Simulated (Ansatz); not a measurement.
The starting structures come from a database of crystals and need not be the phases stable at ambient conditions.

By PBEsol, the system below comes out a metal.

The ballistic (Sharvin) conductance counts the channels at the Fermi level: G/A = (e²/h) × channels of both spins per area.

```
HfSi
1.0
    3.76823     0.00000     0.00000
    0.00000     5.22345     0.00000
    0.00000     0.00000     6.86240
Hf Si
4 4
Cartesian
  2.82617   3.26784   4.63308
  0.94206   1.95561   2.22932
  0.94206   0.65612   5.66052
  2.82617   4.56733   1.20188
  2.82617   0.72674   3.72711
  0.94206   4.49671   3.13529
  0.94206   3.33846   6.56649
  2.82617   1.88499   0.29591
```

Space group of this cell: Pnma. The cell is taken as given; by PBEsol its mean pressure is -2.0 GPa.

The current flows along the normal of the first two printed cell vectors. No spin-orbit coupling; the value is a mean over 0.1 eV about the Fermi level.

Question: Give the ballistic conductance per area that PBEsol (Ansatz, an electronic-structure program) yields.

Answer: 0.24 × 10¹⁵ S/m² for both spins.
